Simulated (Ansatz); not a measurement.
Start from Ge in the diamond structure (space group Fd-3m, No. 227; a = 5.6761 Å). Axes: x, y, z lie along the cube axes.

It is then changed as follows: biaxial strain +2.21 %, plane normal [111], relaxed out of plane (Cartesian); in-plane vectors clamped, the third vector and the atoms free.

Levels (all Ansatz, an electronic-structure program, PAW, earlier PAW set): PBEsol (420 eV, without spin-orbit coupling); r2SCAN (500 eV, no spin-orbit coupling).

The geometry is relaxed with PBEsol.

```
Item               Result
---------------  --------
PBEsol pressure  -2.1 GPa
```

### Question
Predict the pressure from r2SCAN.

### Answer
The pressure decreases by 0.2 GPa, from -2.1 GPa to -2.3 GPa.

Single points use the geometry relaxed with PBEsol. Their cutoffs differ, which shifts pressures a little. Stability against distortions was not tested.
